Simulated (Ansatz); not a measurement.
Worked example: self-consistent single point of CuSe (P6_3/mmc, 12 atoms in the cell) in Ansatz (a first-principles code).

Method: PBEsol, default PAW files made with PBE (plane waves; Ansatz).

```yaml
crystal:
  lattice:
    - [3.89366, 0.00000, 0.00000]
    - [-1.94683, 3.37201, 0.00000]
    - [0.00000, 0.00000, 17.24687]
  atoms:
    - { symbol: Cu, position: [0.66667, 0.33333, 0.46154] }
    - { symbol: Cu, position: [0.33333, 0.66667, 0.53846] }
    - { symbol: Cu, position: [0.33333, 0.66667, 0.96154] }
    - { symbol: Cu, position: [0.66667, 0.33333, 0.03846] }
    - { symbol: Cu, position: [0.33333, 0.66667, 0.75000] }
    - { symbol: Cu, position: [0.66667, 0.33333, 0.25000] }
    - { symbol: Se, position: [0.00000, 0.00000, 0.91024] }
    - { symbol: Se, position: [0.00000, 0.00000, 0.08976] }
    - { symbol: Se, position: [0.00000, 0.00000, 0.41024] }
    - { symbol: Se, position: [0.00000, 0.00000, 0.58976] }
    - { symbol: Se, position: [0.66667, 0.33333, 0.75000] }
    - { symbol: Se, position: [0.33333, 0.66667, 0.25000] }
```

Reference input (self-consistent single point, DFT, PBEsol, plane waves, default PAW files made with PBE): kpoints.mp_grid.grid = 6 6 2; hamiltonian.xc = pbesol; hamiltonian.pseudopotentials = {kind: paw} (the program's default PAW files); scf.occupations.method = methfessel_paxton; scf.occupations.width = 0.1 eV. This run's input differs from it in these lines:

Ansatz 0.2 input:
```diff
@@ -25,3 +25,3 @@
 scf:
-  occupations: { method: methfessel_paxton, width: 0.1 eV }
+  occupations: { method: gaussian, width: 0.1 eV }
 output:
```

Log, with long lists cut:

```
SCF iter   1: F=—  HF=-72076.765355 eV  |F-HF|=—  |Δ(HF+E_count)|=         —  Δρ=1.90e-2  dr2=8.53e-1  ethr=1.77e-3  ⟨swp⟩=5.0  Hψ=6031  notcnv=0  defer=73
all-band conjugate gradients solve this SCF's bands
preconditioner: auto → LDOS
SCF iter   2: F=—  HF=-72076.778138 eV  |F-HF|=—  |Δ(HF+E_count)|=   1.28e-2  Δρ=1.67e-2  dr2=3.48e-1  ethr=4.06e-4  ⟨swp⟩=2.1  Hψ=2721  notcnv=0  defer=186
   [... lines left out ...]
SCF iter   6: F=—  HF=-72076.676280 eV  |F-HF|=—  |Δ(HF+E_count)|=   1.38e-4  Δρ=3.16e-4  dr2=2.12e-4  ethr=5.06e-7  ⟨swp⟩=2.0  Hψ=2169  notcnv=0  defer=183
SCF iter   7: F=—  HF=-72076.676274 eV  |F-HF|=—  |Δ(HF+E_count)|=   6.49e-6  Δρ=1.24e-4  dr2=2.72e-5  ethr=1.01e-7  ⟨swp⟩=2.0  Hψ=2058  notcnv=0  defer=183
SCF iter   8: F=—  HF=-72076.676302 eV  |F-HF|=—  |Δ(HF+E_count)|=   2.85e-5  Δρ=3.34e-5  dr2=1.65e-6  ethr=1.29e-8  ⟨swp⟩=2.4  Hψ=2429  notcnv=0  defer=183
SCF iter   9: F=-72076.676303 eV  HF=-72076.676303 eV  |F-HF|=2.39e-9  |Δ(HF+E_count)|=   4.39e-7  Δρ=5.41e-6  dr2=4.09e-8  ethr=4.76e-11  ⟨swp⟩=9.1  Hψ=9389  notcnv=0
SCF 1 converged in 9 iterations: F = -72076.676303 eV  dr2 = 4.09e-8
Free energy (F): -72076.676303 eV
Internal energy: -72076.636940 eV  (E = F + TS)
E sigma→0 (E₀):  -72076.656621 eV
Entropy (-TS):   -0.039363 eV (-3.280 meV/atom)
Fermi energy:    10.193100 eV
--- Forces (eV/Å), atoms counted from 1 ---
  atom   1  Cu     0.00000000    -0.00000000     0.04133314
  atom   2  Cu    -0.00000000     0.00000000    -0.04133314
  atom   3  Cu    -0.00000000     0.00000000     0.04133314
  atom   4  Cu     0.00000000    -0.00000000    -0.04133314
  atom   5  Cu    -0.00000000    -0.00000000     0.00000000
  atom   6  Cu     0.00000000     0.00000000     0.00000000
  atom   7  Se    -0.00000000    -0.00000000     0.03066500
  atom   8  Se     0.00000000     0.00000000    -0.03066500
   [... lines left out ...]
  atom  12  Se    -0.00000000    -0.00000000     0.00000000
--- Stress (GPa, compression-positive) ---
       -2.043062      -0.000000       0.000000
       -0.000000      -2.043062       0.000000
        0.000000       0.000000      -1.880522
  P = ⅓ Tr σ = -1.9889 GPa (-19.889 kbar)
  The stress holds the Pulay correction. Without it, at fixed plane waves, as pw.x and ABINIT print it: P = -2.0337 GPa
```

The run converged in 9 iterations. Against the reference run the free energy falls by 1.7 meV/atom, the pressure moves little (-2.02 to -1.99 GPa) and the largest force goes from 0.048 to 0.041 eV/Å.

The starting cell comes from a database of computed structures (which also holds hypothetical and non-ambient phases and stackings), without a prior relaxation at this level. Its lattice was rescaled by a random factor within 2.5 % of one. Spin polarisation is off. Ansatz's pressure includes its estimate of the finite-basis (Pulay) stress. The run gives no clean gap (levels at the Fermi energy touch, overlap or are partly filled at this smearing), which alone does not show that the compound is a metal.
